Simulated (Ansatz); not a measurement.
Results of PBE0 (Ansatz, an electronic-structure program, plane waves, PAW) for NaCaH₃ (model structure, started from the KMgH3 type, Pm-3m, No. 221, 5 atoms in the cell).

Settings: plane-wave cutoff 460 eV, 6×6×6 k mesh, Fermi–Dirac smearing 0.01 eV, scalar-relativistic PAW data made under PBE.

The cell is the one relaxed with PBEsol. Conventional cell: a = 4.3143 Å, b = 4.3143 Å, c = 4.3143 Å, α = 90.00°, β = 90.00°, γ = 90.00°.

```
CELL_PARAMETERS angstrom
      4.31433     0.00000     0.00000
      0.00000     4.31433     0.00000
      0.00000     0.00000     4.31433
ATOMIC_POSITIONS crystal
  Na 0.00000 0.00000 0.00000
  Ca 0.50000 0.50000 0.50000
  H  0.50000 0.00000 0.50000
  H  0.00000 0.50000 0.50000
  H  0.50000 0.50000 0.00000
```

### Question
List the 9 lowest band energies at Γ above −25 eV (eV, relative to the valence band maximum), grouping those that round alike.

### Answer
At Γ: -20.42 (×3), -3.72, -0.47 (×2), 8.80 (×3).

Note: the run warned that its exchange threshold was loose for the stress; the relaxation could raise the start's symmetry but not lower it, so the cell can be a saddle point; cell and atoms aren't relaxed at this level (pressure 0.8 GPa).

A model structure was made by putting elements into a prototype or built by hand; it is no filed structure, need not be a known phase, and can be a saddle point held by its symmetry.
